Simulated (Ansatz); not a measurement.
Results of r²SCANh in Ansatz (plane waves, PAW) for CsCl-type CoGa.

Run with plane-wave cutoff 520 eV, 10×10×10 k mesh, Fermi–Dirac smearing 0.05 eV, no spin polarisation, scalar-relativistic PAW data made under PBE.

Computed at the level's own relaxed cell.

Task: What does this level give for the volume per atom, bulk modulus B0, equilibrium lattice constant a and pressure derivative B′ of the bulk modulus?

Result: 
volume per atom: 11.35 Å³/atom
bulk modulus B0: 212 GPa
equilibrium lattice constant a: 2.831 Å
pressure derivative B′ of the bulk modulus: 4.6

Measured, for comparison: lattice constant a 2.878 Å (temperature not stated, copied from a table, unchecked, not corrected to a static lattice; as tabulated in Monatshefte fuer Chemie und verwandte Teile anderer Wissenschaften 123, 509 (1992)). Computed (rounded) less measured: lattice constant a not scored (unchecked). A static lattice is as a rule a little smaller and stiffer than an uncorrected measurement, which narrows the difference in the lattice constant a and would widen misses of the other sign.

Note: the run has no spin polarisation, so it can have missed a magnetic state.

Ansatz is a first-principles code.
